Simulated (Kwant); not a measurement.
Model system: wire with a side stub in a Ge (holes) two-dimensional gas. Effective mass 0.06 mₑ, grid spacing 3 nm, hard walls, nominal width 72 nm (23 grid rows, so walls 72 nm apart), one parabolic valley, scattering region 180 nm long along x; energies count from the band bottom; Fermi energy swept from 0.0013927 to 0.016538 eV. Closed stub on one side, 51 nm wide and 60 nm deep.

The device is made up for the run: typed textbook-type constants, with dimensions and the other settings drawn at random.

Model: effective-mass tight-binding model on a square grid, one spin, coherent transport at 0 K (Kwant). Conductance is in e²/h.

Problem. How many channels do the leads carry at E = 5.59, 16.2, 16.5 meV?

Solution. The hard-wall thresholds are n² ħ²π²/(2mW²) = n² × 1.21 meV with W = 72 nm. √(5.59/1.21) = 2.15, so 2. √(16.2/1.21) = 3.66, so 3. √(16.5/1.21) = 3.70, so 3.
